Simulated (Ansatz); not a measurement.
# HfO$_{2}$ (space group P4_2/nmc, No. 137)

```
CELL_PARAMETERS angstrom
      3.60482     0.00000     0.00000
      0.00000     3.60482     0.00000
      0.00000     0.00000     5.26502
ATOMIC_POSITIONS crystal
  Hf 0.00000 0.00000 0.00000
  Hf 0.50000 0.50000 0.50000
  O  0.00000 0.50000 0.19324
  O  0.00000 0.50000 0.69324
  O  0.50000 0.00000 0.30676
  O  0.50000 0.00000 0.80676
```

Level of theory: PBE (Ansatz, an electronic-structure program), no spin-orbit coupling, earlier PAW set. Settings: 9×9×6 k-points, 0.05 eV Fermi–Dirac smearing.

```json
{
  "volume_per_atom": "11.40 Å³",
  "density": "10.22 g/cm³",
  "band_gap": "4.67 eV, indirect, Z → Γ",
  "electron_mass": "1.0 mₑ along c, 0.88 mₑ across",
  "total_energy": "-5620.789 eV/atom (σ→0; compares only within this code and set-up)"
}
```

Spin-orbit coupling, missing from the scalar runs, can matter with Hf. Effective masses come from finite differences of ±0.01 Å⁻¹. Whether these cells are dynamically stable was not tested. This is not the structure that HfO2 has at room temperature and ambient pressure.
